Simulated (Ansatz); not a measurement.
**Fermi-surface data of Co$_{2}$Ge (P6_3/mmc)**

Consider the following.

```
CELL_PARAMETERS angstrom
      3.94773     0.00000     0.00000
     -1.97387     3.41884     0.00000
      0.00000     0.00000     4.93145
ATOMIC_POSITIONS crystal
  Co 0.66667 0.33333 0.25000
  Co 0.33333 0.66667 0.75000
  Co 0.00000 0.00000 0.50000
  Co 0.00000 0.00000 0.00000
  Ge 0.33333 0.66667 0.25000
  Ge 0.66667 0.33333 0.75000
```

Computed with PBEsol, rigid bands (plane waves, PAW, scalar-relativistic; Ansatz, a program for electronic structure). Cell: cell and atoms relaxed with PBEsol.

| Item | Value |
|---|---|
| density of states at the Fermi level | 6.19 states/(eV·cell), both spins |
| bare Sommerfeld coefficient | 2.4 mJ/(mol of atoms·K²) |
| Drude plasma energy | 3.3 (x), 3.3 (y), 3.2 (z) eV |
| root-mean-square Fermi velocity | 2.1e5 m/s |
| resistivity times τ | 44 (x), 44 (y), 49 (z) ×10⁻²² Ω·m·s |

A metal at this level (no band gap); rigid bands, thermally averaged at 300 K, both spins. Spin-orbit coupling is left out. τ is one relaxation time for all states.

Computed structure, not matched to a measured one here, so possibly hypothetical: Co2Ge (P6_3/mmc). Treated as nonmagnetic (a ferromagnetic start lost its moment, other orders weren't tried): Co2Ge (P6_3/mmc).
